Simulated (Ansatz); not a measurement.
A self-consistent single point of Lu2AlCo3 (P1, 6 atoms in the cell) with Ansatz (a quantum-chemistry and plane-wave program).

Method: PBEsol, PAW files made with PBE (plane waves; Ansatz).

The change in words: atoms moved at random. Reference geometry:
```
CELL_PARAMETERS angstrom
      2.59551     1.49852     3.79453
     -2.59551     1.49852     3.79453
      0.00000    -2.99704     3.79453
ATOMIC_POSITIONS crystal
  Lu 0.37115 0.37115 0.37115
  Lu 0.62885 0.62885 0.62885
  Al 0.00000 0.00000 0.00000
  Co 0.50000 0.00000 0.00000
  Co 0.00000 0.50000 0.00000
  Co 0.00000 0.00000 0.50000
```

Reference input (self-consistent single point, DFT, PBEsol, plane waves, PAW files made with PBE): kpoints.mp_grid.grid = 6 6 6; hamiltonian.xc = pbesol; hamiltonian.pseudopotentials = {kind: paw} (the program's default PAW files); scf.occupations.method = fermi_dirac; scf.occupations.width = 0.0073 Ry. This run's input differs from it in these lines:

Ansatz 0.2 input:
```diff
@@ -7,8 +7,8 @@
   atoms:
-    - { symbol: Lu, position: [0.371153, 0.371153, 0.371153] }
-    - { symbol: Lu, position: [0.628847, 0.628847, 0.628847] }
-    - { symbol: Al, position: [0.000000, 0.000000, 0.000000] }
-    - { symbol: Co, position: [0.500000, 0.000000, 0.000000] }
-    - { symbol: Co, position: [0.000000, 0.500000, 0.000000] }
-    - { symbol: Co, position: [0.000000, 0.000000, 0.500000] }
+    - { symbol: Lu, position: [0.371575, 0.397223, 0.355934] }
+    - { symbol: Lu, position: [0.644123, 0.616463, 0.627519] }
+    - { symbol: Al, position: [-0.011000, -0.004311, 0.001928] }
+    - { symbol: Co, position: [0.483595, 0.006897, 0.003325] }
+    - { symbol: Co, position: [0.001035, 0.490754, 0.013198] }
+    - { symbol: Co, position: [0.010672, -0.007025, 0.498095] }
 kpoints:
```

Log, with long lists cut:

```
SCF iter   1: F=—  HF=-45033.151748 eV  |F-HF|=—  |Δ(HF+E_count)|=         —  Δρ=2.48e-1  dr2=4.92e1  ethr=3.10e-3  ⟨swp⟩=7.5  Hψ=32328  notcnv=0
all-band conjugate gradients solve this SCF's bands
preconditioner: auto → Kerker (q_TF=auto, 2.802 Å⁻¹)
SCF iter   2: F=—  HF=-45030.489526 eV  |F-HF|=—  |Δ(HF+E_count)|=    2.66e0  Δρ=8.82e-2  dr2=7.05e0  ethr=3.10e-3  ⟨swp⟩=4.0  Hψ=17607  notcnv=0  defer=22
   [... lines left out ...]
SCF iter   9: F=—  HF=-45029.980233 eV  |F-HF|=—  |Δ(HF+E_count)|=   1.66e-5  Δρ=1.38e-4  dr2=1.19e-5  ethr=1.89e-8  ⟨swp⟩=3.3  Hψ=16863  notcnv=0  defer=72
SCF iter  10: F=—  HF=-45029.980222 eV  |F-HF|=—  |Δ(HF+E_count)|=   1.16e-5  Δρ=7.69e-5  dr2=3.69e-6  ethr=1.14e-8  ⟨swp⟩=3.9  Hψ=14808  notcnv=0  defer=72
SCF iter  11: F=—  HF=-45029.980218 eV  |F-HF|=—  |Δ(HF+E_count)|=   3.08e-6  Δρ=2.60e-5  dr2=4.97e-7  ethr=3.54e-9  ⟨swp⟩=3.0  Hψ=13719  notcnv=0  defer=72
SCF iter  12: F=-45029.980218 eV  HF=-45029.980218 eV  |F-HF|=4.06e-8  |Δ(HF+E_count)|=   2.23e-7  Δρ=7.10e-6  dr2=3.37e-8  ethr=9.62e-11  ⟨swp⟩=14.7  Hψ=52001  notcnv=0
SCF 1 converged in 12 iterations: F = -45029.980218 eV  dr2 = 3.37e-8
Free energy (F): -45029.980218 eV
Internal energy: -45029.792773 eV  (E = F + TS)
E sigma→0 (E₀):  -45029.886496 eV
Entropy (-TS):   -0.187445 eV (-31.241 meV/atom)
Fermi energy:    17.108288 eV
--- Forces (eV/Å), atoms counted from 1 ---
  atom   1  Lu     0.74286168    -0.69292104    -0.00427668
  atom   2  Lu    -0.73760985     0.09234169     0.06613501
  atom   3  Al     0.00112569     0.23978046     0.04837874
  atom   4  Co     0.15092772     0.12994167     0.19460744
  atom   5  Co     0.04004984     0.20690528    -0.22710693
  atom   6  Co    -0.19735094     0.02394925    -0.07773256
--- Stress (GPa, compression-positive) ---
       -1.346048       0.162166       1.056933
        0.162166      -1.044888      -0.548938
        1.056931      -0.548936       2.070635
  P = ⅓ Tr σ = -0.1068 GPa (-1.068 kbar)
  The stress holds the Pulay correction. Without it, at fixed plane waves, as pw.x and ABINIT print it: P = -0.1948 GPa
```

The run converged in 12 iterations. Against the reference run the free energy rises by 17.6 meV/atom, the pressure goes from -0.54 to -0.11 GPa and the largest force goes from 0.135 to 1.016 eV/Å.

The starting cell comes from a database of computed structures (which also holds hypothetical and non-ambient phases and stackings), without a prior relaxation at this level. Its lattice was rescaled by a random factor within 2.5 % of one. For this run, on top of that: atoms moved at random. Spin polarisation is off. Forces in this geometry exceed 1 eV/Å. Ansatz's pressure includes its estimate of the finite-basis (Pulay) stress.

Cost on one core of a shared machine: roughly 80 s.
